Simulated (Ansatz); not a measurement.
Amorphous In$_{9}$Ga$_{9}$Zn$_{9}$O$_{38}$Ge, 66 atoms at 5.81 g/cm³, one PBE-relaxed geometry, zone centre. Methods: PBE, scalar-relativistic without spin-orbit coupling (Ansatz, a first-principles code); r2SCAN, scalar-relativistic without spin-orbit coupling (Ansatz); HSE06, scalar-relativistic without spin-orbit coupling (Ansatz). Plane waves to 420 eV (r2SCAN 500 eV); exact exchange is cut at the cell's faces. All rungs ran without spin polarisation.

It comes from a melt-quench run on a machine-learned potential (CHGNet), relaxed afterwards by DFT. O atoms were pushed apart under 1.9 Å during the dynamics, to hinder bonds among them. The hot cell started wider than the set density and was brought back towards it in steps. It is the lowest in DFT energy of 2 quenches. It is a model cell: composition and starting density were chosen by hand, and all elements were melted together. No dispersion term was used. Its density started from a set value of 5.81 and ended at 5.81 g/cm³. The simulated quench (nominally 320 K/ps over its main leg) is rapid and tends to freeze in more defects than a deposited or slowly cooled glass has. One small periodic cell is one sample of the glass; other quenches scatter about these values. The volume was held where the preparation left it and the shape relaxed, at a PBE pressure of 2.5 GPa. Stress components on the final sampling reach 2.6 GPa.

The relaxation ran on the zone centre alone. At PBE the gap is 0.86 eV on a 2×2×2 Γ-centred mesh, and the spacing at the zone centre alone 0.86 eV.

What zone-centre spacing does r2SCAN give, roughly?

1.31 eV (+0.45 eV against PBE).

What zone-centre spacing does HSE06 give, roughly?

2.42 eV (+1.56 eV against PBE).

The highest filled and the lowest empty state spread over these numbers of atoms (participation numbers): PBE: 12.8 and 60.0; r2SCAN: 13.5 and 59.5; HSE06: 11.5 and 59.0.
